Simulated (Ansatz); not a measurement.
Consider SiO2 (space group P3_121, No. 152; a = 5.020 Å, c = 5.509 Å).

(Cell as relaxed with PBE.)

Levels (all Ansatz, a quantum-chemistry and plane-wave program, PAW, earlier PAW set): PBE (420 eV, without spin-orbit coupling); PBEsol (420 eV, no spin-orbit coupling).

Each level relaxes its own structure.

| base | PBE | PBEsol |
|---|---|---|
| volume per atom | 13.36 Å³ | 12.82 Å³ |
| lattice parameter a | 5.020 Å | 4.948 Å |
| band gap | 5.68 eV | 5.72 eV |

The change: cell and atoms relaxed at a pressure of 4.2 GPa.

| quantity | PBE | PBEsol |
|---|---|---|
| band gap | 5.96 eV | (withheld) |
| volume per atom | 12.09 Å³ | (withheld) |
| electron mass | 0.48 mₑ (at Γ) | (withheld) |

Given the PBE results, estimate those of PBEsol.


- band gap, PBEsol: 5.99 eV
- volume per atom, PBEsol: 11.61 Å³
- electron mass, PBEsol: 0.48 mₑ (at Γ)

PBE's band gap lies 0.03 eV below PBEsol's; PBE's volume per atom lies 0.48 Å³ above PBEsol's (4.1 %); the two agree on the electron mass. Neither level is exact; PBEsol is the comparison here, not a measurement.

Load acts through the strain it causes; cell and atoms are relaxed under it. Effective masses come from finite differences of ±0.01 Å⁻¹. Whether these cells are dynamically stable was not tested.
